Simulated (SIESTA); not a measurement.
SIESTA run on Ti3O4 (Cmmm, 7 atoms in the cell): self-consistent single point.

Method of the run: GGA PBEsol, numerical atomic orbitals DZP, PseudoDojo PBEsol standard norm-conserving potentials (rewritten from UPF to PSML) (SIESTA).

The change in words: lattice scaled by 0.98. Reference geometry:
```yaml
crystal:
  lattice:
    - [2.98273, -4.15871, 0.00000]
    - [2.98273, 4.15871, 0.00000]
    - [0.00000, 0.00000, 3.07867]
  atoms:
    - { symbol: Ti, position: [0.00000, 0.00000, 0.50000] }
    - { symbol: Ti, position: [0.50000, 0.00000, 0.00000] }
    - { symbol: Ti, position: [0.00000, 0.50000, 0.00000] }
    - { symbol: O, position: [0.76500, 0.76500, 0.00000] }
    - { symbol: O, position: [0.23500, 0.23500, 0.00000] }
    - { symbol: O, position: [0.25713, 0.74287, 0.50000] }
    - { symbol: O, position: [0.74287, 0.25713, 0.50000] }
```

Reference input (self-consistent single point, DFT, GGA PBEsol, numerical atomic orbitals DZP, PseudoDojo PBEsol standard norm-conserving potentials (rewritten from UPF to PSML)): XC.functional = GGA; XC.authors = PBEsol; potentials = PseudoDojo PBEsol standard; PAO.BasisSize = DZP; PAO.EnergyShift = 0.005 Ry; MeshCutoff = 350 Ry; kgrid.MonkhorstPack = 5 5 8; OccupationFunction = FD; ElectronicTemperature = 100 meV; MaxSCFIterations = 150; SCF.Mixer.Method = Broyden; SCF.Mixer.Weight = 0.25. This run's input differs from it in these lines:

```diff
@@ -12,5 +12,5 @@
 %block LatticeVectors
-     5.636548473   -7.858826711    0.000000000
-     5.636548473    7.858826711    0.000000000
-     0.000000000    0.000000000    5.817848797
+     5.523816861   -7.701650631    0.000000000
+     5.523816861    7.701650631    0.000000000
+     0.000000000    0.000000000    5.701492691
 %endblock LatticeVectors
@@ -18,9 +18,9 @@
 %block AtomicCoordinatesAndAtomicSpecies
-     0.000000000    0.000000000    1.539336500  1
-     1.491366500   -2.079356000    0.000000000  1
-     1.491366500    2.079356000    0.000000000  1
-     4.563581490   -0.000000000    0.000000000  2
-     1.401884510    0.000000000    0.000000000  2
-     2.982733000    2.020052767    1.539336500  2
-     2.982733000   -2.020052767    1.539336500  2
+     0.000000000    0.000000000    1.508550000  1
+     1.461539000   -2.037769000    0.000000000  1
+     1.461539000    2.037769000    0.000000000  1
+     4.472309340    0.000000000    0.000000000  2
+     1.373846660   -0.000000000    0.000000000  2
+     2.923078000    1.979651828    1.508550000  2
+     2.923078000   -1.979651828    1.508550000  2
 %endblock AtomicCoordinatesAndAtomicSpecies
```

Log, with long lists cut:

```
        iscf     Eharris(eV)        E_KS(eV)     FreeEng(eV)     dDmax    Ef(eV) dHmax(eV)
   scf:    1    -6578.575087    -6631.708903    -6631.789096  1.709001 -4.346911  9.471923
   scf:    2    -6647.109681    -6643.738616    -6643.838845  0.639390 -5.218882  4.957691
   scf:    3    -6638.743574    -6642.946031    -6643.045774  0.437051 -5.448347  5.560899
   scf:    4    -6644.240181    -6644.398593    -6644.499377  0.362542 -5.401692  0.909932
   scf:    5    -6644.386494    -6644.418946    -6644.521575  0.028381 -5.459428  0.416837
   [... 5 lines left out ...]
   scf:   11    -6644.429873    -6644.429865    -6644.533866  0.000046 -5.458019  0.001178
   scf:   12    -6644.429873    -6644.429869    -6644.533866  0.000025 -5.457984  0.000615
   scf:   13    -6644.429872    -6644.429871    -6644.533866  0.000015 -5.457973  0.000414
   scf:   14    -6644.429874    -6644.429872    -6644.533866  0.000008 -5.457974  0.000140
SCF Convergence by DM+H criterion
max |DM_out - DM_in|         :     0.0000076383
max |H_out - H_in|      (eV) :     0.0001398771
SCF cycle converged after 14 iterations

Using DM_out to compute the final energy and forces

siesta: E_KS(eV) =            -6644.4299

siesta: E_KS - E_eggbox =     -6644.4299

siesta: Atomic forces (eV/Ang):
     1   -0.000000    0.000000   -0.000000
     2    0.000000   -0.000000    0.000000
     3    0.000000    0.000000    0.000000
     4   -0.065150   -0.000002    0.000000
     5    0.065150    0.000002    0.000000
     6   -0.000003    0.004566   -0.000000
     7    0.000003   -0.004566   -0.000000
   Tot    0.000000    0.000000   -0.000000
   Max    0.065150
   Res    0.020155    sqrt( Sum f_i^2 / 3N )
   Max    0.065150    constrained

   [... lines left out ...]
siesta: FreeEng =     -6644.533866
   [... lines left out ...]
siesta:     0.017877   -0.000000    0.000000
siesta:    -0.000000    0.028579    0.000000
siesta:     0.000000    0.000000    0.032412

siesta: Cell volume =         71.886121 Ang**3

siesta: Pressure (static):
siesta:                Solid            Molecule  Units
siesta:          -0.00028633         -0.00027704  Ry/Bohr**3
siesta:          -0.02628916         -0.02543695  eV/Ang**3
siesta:         -42.11987232        -40.75449123  kBar
```

The run converged in 14 iterations. Against the reference run the free energy falls by 42.2 meV/atom, the pressure goes from -16.21 to -4.21 GPa and the largest force goes from 0.515 to 0.065 eV/Å.

The starting cell comes from a database of computed structures (which also holds hypothetical and non-ambient phases and stackings), without a prior relaxation at this level. Its lattice was rescaled by a random factor within 2.5 % of one. For this run, on top of that: lattice scaled by 0.98. Spin polarisation is off, so a magnetic state, if there is one, cannot be reached. Values carry the incompleteness of an atom-centred basis. With a pressure of about -4 GPa the cell is away from its equilibrium volume at this level.

Cost on one core of a shared machine: roughly 40 s.
